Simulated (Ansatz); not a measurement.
The starting structures come from a database of crystals and need not be the phases stable at ambient conditions.

By PBEsol, the system below comes out a metal.

Without scattering a metal conducts by its projected Fermi surface.

Here is the system:

```xyz
3
Lattice="3.7228 0.0000 0.0000 0.0000 3.7228 0.0000 1.8614 -1.8614 4.5156" Properties=species:S:1:pos:R:3 pbc="T T T"
Y      0.0000     0.0000     0.0000
Au     1.8614     1.8614     1.4915
Au     3.7228     0.0000     3.0241
```

Space group of this cell: I4/mmm. The cell is taken as given; by PBEsol its mean pressure is -3.4 GPa.

The current flows along the normal of the first two printed cell vectors, the (001) plane of the conventional cell. No spin-orbit coupling; the value is a mean over 0.1 eV about the Fermi level.

Question: Give the ballistic conductance per area that PBEsol in Ansatz (a program for electronic structure) yields.

Answer: 0.49 × 10¹⁵ S/m² for both spins.
